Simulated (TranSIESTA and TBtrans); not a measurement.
Run with TranSIESTA and TBtrans (open boundaries, self-consistent; PseudoDojo norm-conserving potentials, scalar-relativistic): PAO.BasisSize DZP, PAO.EnergyShift 0.15 eV, XC.Authors PBE, Mesh.Cutoff 150 Ry, ElectronicTemperature 300 K, TS.Voltage 0.0 eV, TBT.Elecs.Eta 0.001 eV, no spin polarisation.

Junction: 2,5-dimethyl-1,4-phenylene held by selenolate Se between two Au chains. Leads: straight Au chain, spacing 2.55 Å. Geometry: 20 atoms about the centre moved by SIESTA (PBE, SZP) to a largest force of 0.10 eV/Å, all others as built. Transport runs along z; the first 6 and the last 6 of the 36 atoms are the lead cells, repeated to infinity.

```xyz
36
Lattice="14.362 0.000 0.000 0.000 14.362 0.000 0.000 0.000 51.618" Properties=species:S:1:pos:R:3 pbc="F F T"
Au     7.181     7.181     0.000
Au     7.181     7.181     2.550
Au     7.181     7.181     5.100
Au     7.181     7.181     7.650
Au     7.181     7.181    10.200
Au     7.181     7.181    12.750
Au     7.181     7.181    15.300
Au     7.181     7.181    17.850
Au     7.290     7.231    20.382
Se     6.177     5.516    21.701
C      6.765     6.469    23.334
C      5.917     7.474    23.937
C      6.314     8.193    25.113
C      5.400     9.254    25.724
C      7.595     7.890    25.727
Se     8.189     8.851    27.352
C      8.442     6.885    25.125
C      8.045     6.165    23.950
C      8.962     5.105    23.341
H      4.891     7.696    23.447
H      5.934    10.282    25.758
H      4.424     9.340    25.111
H      5.174     8.994    26.834
H      9.467     6.664    25.617
H      9.189     5.365    22.231
H      8.429     4.076    23.308
H      9.937     5.022    23.956
Au     7.080     7.144    28.687
Au     7.181     7.181    31.218
Au     7.181     7.181    33.768
Au     7.181     7.181    36.318
Au     7.181     7.181    38.868
Au     7.181     7.181    41.418
Au     7.181     7.181    43.968
Au     7.181     7.181    46.518
Au     7.181     7.181    49.068
```

Predict: conductance at 300 K (G0 = 2e²/h); thermopower (μV/K); mean T from −0.5 to 0.5 eV.

conductance at 300 K (G0 = 2e²/h): 0.53; thermopower (μV/K): 11; mean T from −0.5 to 0.5 eV: 0.55. The leads' channel count changes near -0.01 eV, within the thermal window, so values at the Fermi level hang on where that band edge falls. The leads are straight chains one atom wide, held at their spacing: model electrodes, not surfaces. Semilocal functionals put molecular levels too close to the Fermi level and tend to overestimate such conductances.
